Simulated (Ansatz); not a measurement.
For GeSb₄Te₇ (P-3m1, No. 164, 12 atoms in the cell; start mp-29641), PBE-D4 (Ansatz, a quantum-chemistry and plane-wave program, plane waves, PAW) gives:

```
Property                                Result
------------------------------  --------------
equilibrium lattice constant a         4.258 Å
c axis length                         23.326 Å
enthalpy of formation           -0.123 eV/atom
```

What does r²SCAN-D4 (Ansatz, PAW) give for the same quantities?


- lattice constant a: 4.274 Å (rises by 0.4 %)
- lattice parameter c: 24.222 Å (rises by 3.8 %)
- formation enthalpy: -0.114 eV/atom (moves by +0.009 eV/atom)

Changes are worked out from the printed values.

Unless a cell is named, each level is at its own relaxed cell (PBE-D4 30.53, r²SCAN-D4 31.94 Å³/atom).

Levels without +SOC leave out spin–orbit coupling, which shifts energies and cells of such heavy elements.

Caveats: a distance lies near a switch of the dispersion term, which can move the cell (PBE-D4); the relaxation could not lower the start's symmetry, so the cell can be a saddle point above a distorted one (PBE-D4, r²SCAN-D4). Ansatz's density-functional and Hartree–Fock values are scalar-relativistic unless marked +SOC, with PAW data made under PBE.

A start named mp-… is a Materials Project structure, which need not be a measured phase.
